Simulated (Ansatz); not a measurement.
The structure below was relaxed with Ansatz (a first-principles code) PBE, scalar-relativistic without spin-orbit coupling, earlier PAW set.

```yaml
crystal:
  lattice:
    - [0.00000, 3.27914, 3.27914]
    - [3.27914, 0.00000, 3.27914]
    - [3.27914, 3.27914, 0.00000]
  atoms:
    - { symbol: Te, position: [0.25000, 0.25000, 0.25000] }
    - { symbol: Si, position: [0.00000, 0.00000, 0.00000] }
```

Q: Find the space group and the Wyckoff positions.

A: Space group F-43m (No. 216); a = b = c = 6.5583 Å, α = β = γ = 90.00°

| atom | site | symmetry | x | y | z |
|---|---|---|---|---|---|
| Te | 4d | -43m | 0.7500 | 0.7500 | 0.7500 |
| Si | 4a | -43m | 0.0000 | 0.0000 | 0.0000 |

Q: Describe the coordination.

A: The crystal has 8 atoms in its conventional cell. Conventional cell: a = 6.558 Å, b = 6.558 Å, c = 6.558 Å, α = 90.00°, β = 90.00°, γ = 90.00°. Te is coordinated by 4 Si at 2.840 Å (tetrahedral). Si has 4 Te at 2.840 Å (tetrahedral). (Neighbours: up to the widest gap in distance over summed covalent radii, below 1.35, at either atom.)

Whether these cells are dynamically stable was not tested. The final runs are not spin-polarised. The cell was made from BeTe by this change: Be → Si; the result is a hypothetical phase, not in the database extracts checked.
